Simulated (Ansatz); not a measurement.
Worked example: relaxation of cell and atoms of Ni₃Ge (Pm-3m, 4 atoms in the cell) in Ansatz (a first-principles code).

Method: PBEsol, default PAW files made with PBE (plane waves; Ansatz).

The change in words: atoms on their sites; basis.ecutwfc: 420 eV → 295 eV; relax: default → cell and atoms. Reference geometry:
```
CELL_PARAMETERS angstrom
      3.54092     0.00000     0.00000
      0.00000     3.54092     0.00000
      0.00000     0.00000     3.54092
ATOMIC_POSITIONS crystal
  Ni 0.50000 0.00000 0.50000
  Ni 0.01412 0.50000 0.50000
  Ni 0.50000 0.50000 0.00000
  Ge 0.00000 0.00000 0.00000
```

Reference input (self-consistent single point, DFT, PBEsol, plane waves, default PAW files made with PBE): basis.ecutwfc = 420 eV; kpoints.mp_grid.grid = 9 9 9; hamiltonian.xc = pbesol; hamiltonian.pseudopotentials = {kind: paw} (the program's default PAW files); scf.occupations.method = gaussian; scf.occupations.width = 0.1 eV. This run's input differs from it in these lines:

Ansatz 0.2 input:
```diff
@@ -8,3 +8,3 @@
     - { symbol: Ni, position: [0.500000, 0.000000, 0.500000] }
-    - { symbol: Ni, position: [0.014121, 0.500000, 0.500000] }
+    - { symbol: Ni, position: [0.000000, 0.500000, 0.500000] }
     - { symbol: Ni, position: [0.500000, 0.500000, 0.000000] }
@@ -12,3 +12,3 @@
 basis:
-  ecutwfc: 420.0
+  ecutwfc: 295.0
 kpoints:
@@ -24,2 +24,4 @@
     width: 0.1
+relax:
+  cell: {}
 output:
```

Output, abridged:

```
   [... SCF lines of the steps left out ...]
relax step   1: F+E_penalty+E_count = -21668.48109434 eV  Δ(F+E_penalty+E_count) = +0.000e0 eV  max|allowed force component| = 5.345e-29 eV/Å  Δτ_max = 0.0000 Å  P = +1.327 GPa  Ω = 44.396 Å³  (8 SCF iters, dr2 threshold 1.00e-7 eV, accepted)
relax step   2: F+E_penalty+E_count = -21668.43622101 eV  Δ(F+E_penalty+E_count) = +4.487e-2 eV  max|allowed force component| = 2.432e-29 eV/Å  Δτ_max = 0.0000 Å  P = -0.508 GPa  Ω = 44.558 Å³  energy of the carried Pulay correction = -4.529e-2 eV  [...]
   [... lines left out ...]
relax step  11: F+E_penalty+E_count = -21668.48136069 eV  Δ(F+E_penalty+E_count) = +3.755e-3 eV  max|allowed force component| = 7.560e-29 eV/Å  Δτ_max = 0.0000 Å  P = +0.000 GPa  Ω = 44.681 Å³  energy of the carried Pulay correction = -3.759e-3 eV  [...]
relax step  12: F+E_penalty+E_count = -21668.48612919 eV  Δ(F+E_penalty+E_count) = -4.769e-3 eV  max|allowed force component| = 5.206e-29 eV/Å  Δτ_max = 0.0000 Å  P = +0.010 GPa  Ω = 44.681 Å³  stress off target by 9.56e-3 GPa  SCF on the basis [...]
basis re-selected at this cell: Δ(F+E_penalty+E_count) = -4.769e-3 eV, ΔP = +0.009 GPa vs the last step
the relaxation is at rest under the 48 symmetry operations that the run kept from its start: a minimum is not shown …
Free energy (F): -21668.486129 eV
Internal energy: -21668.476034 eV  (E = F + TS)
E sigma→0 (E₀):  -21668.481082 eV
Entropy (-TS):   -0.010095 eV (-2.524 meV/atom)
Fermi energy:    18.137293 eV
--- Forces (eV/Å), atoms counted from 1 ---
  atom   1  Ni    -0.00000000     0.00000000     0.00000000
   [... zero for the other atoms too ...]
   [... lines left out ...]
  cell:  # Å, volume = 44.6812 Å³
   [... lines left out ...]
  atoms:
    - { symbol: Ni, position: [0.49999999999999994, 3.762374057435276e-38, 0.49999999999999994] }
    - { symbol: Ni, position: [-3.0098992441563573e-37, 0.49999999999999994, 0.49999999999999994] }
    - { symbol: Ni, position: [0.49999999999999994, 0.49999999999999994, -1.7705289676412048e-38] }
    - { symbol: Ge, position: [4.780428212826315e-37, -2.456608943238749e-37, -1.7705289675124624e-38] }
```

The run converged.  The full log also holds: “iter 5 did not close the SCF: its close was put off for the readings that it lacked (scf_convergence_deferred on its scf_iter line)”. The full log also holds: “iter 3 did not close the SCF: its close was put off for the readings that it lacked (scf_convergence_deferred on its scf_iter line)”.

Summary of the result:
- Free energy E − TS (on the zero of these files) = -21668.4861 eV
- Fermi level (on the code's own zero) = 18.14 eV
- Pressure = 0.01 GPa
- Final cell = a = b = c = 3.5485 Å, α = β = γ = 90.00°
- Final volume per atom = 11.17 Å³
- Relaxation steps = 12

The starting cell comes from a database of computed structures (which also holds hypothetical and non-ambient phases and stackings), without a prior relaxation at this level. Its lattice was rescaled by up to half a per cent. Spin polarisation is off. The relaxation keeps the symmetry of its start, so its end need not be a minimum. Ansatz's pressure includes its estimate of the finite-basis (Pulay) stress. Without the estimate this run gives -44.40 GPa. The cutoff lies below the one recommended for these files.
